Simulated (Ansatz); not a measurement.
Take Sn in the diamond structure (space group Fd-3m, No. 227; a = 6.567 Å) as the base. Axes: x, y, z lie along the cube axes.

Structures relaxed with r2SCAN/PAW in Ansatz (a first-principles code), no spin-orbit coupling.

Base:

Simulated powder pattern, Cu Kα, λ = 1.54184 Å (kinematic, ideal powder, no thermal factors, no anomalous dispersion; the 14 strongest lines at most, above 2 %, up to 2θ = 90°):

| 2θ (°) | I/Imax (%) | hkl |
|---|---|---|
| 23.46 | 100 | (111) |
| 38.79 | 80 | (220) |
| 45.83 | 50 | (311) |
| 56.02 | 13 | (400) |
| 61.56 | 20 | (331) |
| 70.22 | 27 | (422) |
| 75.18 | 15 | (511) |
| 83.23 | 8.5 | (440) |
| 87.98 | 15 | (531) |

Perturbation: compressive biaxial strain of 3.96 % in the plane normal to [001], as in epitaxy on a mismatched substrate; the out-of-plane cell vector and the atoms relax.

Problem. How do the reflections move or split?

Solution. 
Simulated powder pattern, Cu Kα, λ = 1.54184 Å (kinematic, ideal powder, no thermal factors, no anomalous dispersion; the 14 strongest lines at most, above 2 %, up to 2θ = 90°):

| 2θ (°) | d (Å) | I/Imax (%) | hkl |
|---|---|---|---|
| 23.85 | 3.731 | 100 | (111) |
| 38.93 | 2.314 | 55 | (202) |
| 40.45 | 2.230 | 25 | (220) |
| 44.80 | 2.023 | 18 | (113) |
| 47.50 | 1.914 | 31 | (311) |
| 53.84 | 1.703 | 5.3 | (004) |
| 58.54 | 1.577 | 8.1 | (400) |
| 61.93 | 1.498 | 14 | (313) |
| 64.12 | 1.452 | 6.1 | (331) |
| 69.46 | 1.353 | 9.6 | (224) |
| 72.56 | 1.303 | 21 | (422) |
| 78.62 | 1.217 | 6.8 | (511) |
| 83.58 | 1.157 | 5.8 | (404) |
| 86.53 | 1.125 | 5.4 | (315) |

The indices refer to the base's conventional cell; one index is shown for lines that coincide. The space group is now I4_1/amd (No. 141).

Whether these cells are dynamically stable was not tested.
